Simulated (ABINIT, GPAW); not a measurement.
A GPAW input for a self-consistent single point of NaCd3 (Fm-3m, 4 atoms in the cell) (DFT LDA (Perdew-Wang 92), plane waves, GPAW PAW datasets LDA (gpaw-data 1.0.1)):

```python
from ase import Atoms
from ase.units import GPa
from gpaw import GPAW

atoms = Atoms(['Na', 'Cd', 'Cd', 'Cd'],
              cell=[[0.000000, 3.468622, 3.468622],
                    [3.468622, 0.000000, 3.468622],
                    [3.468622, 3.468622, 0.000000]],
              positions=[[0.000000, 0.000000, 0.000000],
                         [1.734311, 1.734311, 1.734311],
                         [5.202933, 5.202933, 5.202933],
                         [3.468622, 3.468622, 3.468622]],
              pbc=True)

calc = GPAW(mode={'name': 'pw', 'ecut': 800},
            xc='LDA',
            kpts={'size': (8, 8, 8), 'gamma': True},
            occupations={'name': 'fermi-dirac', 'width': 0.1},
            nbands=-12,
            convergence={'forces': 0.001},
            symmetry={'symmorphic': False, 'tolerance': 0.0005},
            maxiter=150,
            txt='-')

atoms.calc = calc

energy = atoms.get_potential_energy()
print('Energy (eV):', round(energy, 6))
forces = atoms.get_forces()
print('Forces (eV/Ang):')
print(forces.round(5))
stress = atoms.get_stress()
print('Stress (GPa, Voigt):', (stress / GPa).round(4))
```

Translate this input to ABINIT.

One input that does it (others would too):

```
# NaCd3, JTH v2.0 LDA PAW
pp_dirpath "./"
pseudos "Na.LDA_PW-JTH.xml, Cd.LDA_PW-JTH.xml"
acell 4.9053722751 4.9053722751 4.9053722751 Angstrom
rprim
        -0.0000000000    0.7071067812    0.7071067812
         0.7071067812   -0.0000000000    0.7071067812
         0.7071067812    0.7071067812   -0.0000000000
natom 4
ntypat 2
znucl 11 48
typat 1 2 2 2
xcart
         0.0000000000    0.0000000000    0.0000000000
         3.2773728049    3.2773728049    3.2773728049
         9.8321184148    9.8321184148    9.8321184148
         6.5547456099    6.5547456099    6.5547456099
ecut 30
pawecutdg 60
ixc 7
occopt 3
tsmear 0.1 eV
nband 30
kptopt 1
ngkpt 8 8 8
nshiftk 1
shiftk 0 0 0
nstep 80
toldfe 1.0e-09
prtwf 0
prtden 0
enunit 2
```

Basis, cutoffs, solver keys and any potentials are the target program's own. This input uses DFT, LDA (PW92), plane waves, PAW (JTH v2.0 LDA PAW). LDA parametrisations can differ slightly between programs.

The starting cell comes from a database of computed structures (which also holds hypothetical and non-ambient phases and stackings), without a prior relaxation at this level. For this run, on top of that: lattice scaled by 0.98.
